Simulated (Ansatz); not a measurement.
Take BAs in the zinc blende structure (space group F-43m, No. 216; a = 4.784 Å) as the base. Axes: x, y, z lie along the cube axes.

Level of theory: r2SCAN/PAW in Ansatz (a program for electronic structure), scalar-relativistic without spin-orbit coupling.

A first run, uniaxial strain ε_xx = +1.28 %, gives secant values C11 ≈ 280 GPa and C12 ≈ 62 GPa from its stress. A second run applies uniaxial stress, 2 GPa tension along z.

Q: What does linear elasticity predict for Young's modulus in the second run, and what does the run give?

A: Linear elasticity: (C11 − C12)(C11 + 2 C12)/(C11 + C12) = 260 GPa. The run gives 260 GPa; any difference comes from nonlinear terms at these strains and numerical noise.

Stability under load was not tested beyond the relaxation.
